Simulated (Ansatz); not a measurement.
The reference is PbF$_{2}$ in the fluorite structure (space group Fm-3m, No. 225).

```cif
data_F8Pb4
_chemical_formula_sum 'Pb4 F8'
_space_group_name_H-M_alt 'Fm-3m'
_space_group_IT_number 225
_space_group_name_Hall '-F 4 2 3'
_cell_length_a 6.00075
_cell_length_b 6.00075
_cell_length_c 6.00075
_cell_angle_alpha 90.000
_cell_angle_beta 90.000
_cell_angle_gamma 90.000
loop_
_atom_site_label
_atom_site_type_symbol
_atom_site_symmetry_multiplicity
_atom_site_Wyckoff_symbol
_atom_site_fract_x
_atom_site_fract_y
_atom_site_fract_z
_atom_site_occupancy
Pb1 Pb 4 a 0.00000 0.00000 0.00000 1
F1 F 8 c 0.25000 0.25000 0.25000 1
```
(The calculation used a cell of 3 atoms; values per cell refer to that cell.)

Level of theory: PBE (Ansatz, a quantum-chemistry and plane-wave program), without spin-orbit coupling.

Strains are applied to the cell and any free atomic positions relax.

One change was made to it. Results:

```tsv
quantity	base	after
mean gap deformation potential ΔEg/Δln V	–	+0.2 eV
valley order (the lowest conduction-band minima on the path, energy above the VBM, named in the base's zone)	X along ⟨100⟩ 4.42 eV; L along ⟨111⟩ 5.03 eV; a point along ⟨110⟩, about 0.6 Å⁻¹ from Γ 5.40 eV	X along ⟨100⟩ 4.41 eV; L along ⟨111⟩ 5.01 eV; a point along ⟨110⟩, about 0.6 Å⁻¹ from Γ 5.39 eV
energy relative to the base (free energy F)	0 meV/atom	+23 meV/atom
```

**Question.** Which change produced these results?
(A) isotropic strain −1.50 %
(B) isotropic strain −1.00 %
(C) isotropic strain −0.50 %
(D) isotropic strain −2.50 %
(E) isotropic strain −3.00 %

**Answer.** D, isotropic strain −2.50 %. For comparison, the valley order in the other runs: isotropic strain −1.00 % gives X along ⟨100⟩ 4.42 eV; L along ⟨111⟩ 5.03 eV; a point along ⟨110⟩, about 0.6 Å⁻¹ from Γ 5.40 eV; isotropic strain −0.50 % gives X along ⟨100⟩ 4.42 eV; L along ⟨111⟩ 5.03 eV; a point along ⟨110⟩, about 0.6 Å⁻¹ from Γ 5.40 eV; isotropic strain −1.50 % gives X along ⟨100⟩ 4.42 eV; L along ⟨111⟩ 5.02 eV; a point along ⟨110⟩, about 0.6 Å⁻¹ from Γ 5.40 eV; isotropic strain −3.00 % gives X along ⟨100⟩ 4.40 eV; L along ⟨111⟩ 5.00 eV; a point along ⟨110⟩, about 0.6 Å⁻¹ from Γ 5.39 eV.

Spin-orbit coupling, missing from the scalar runs, can matter with Pb. No phonon test of stability was made.
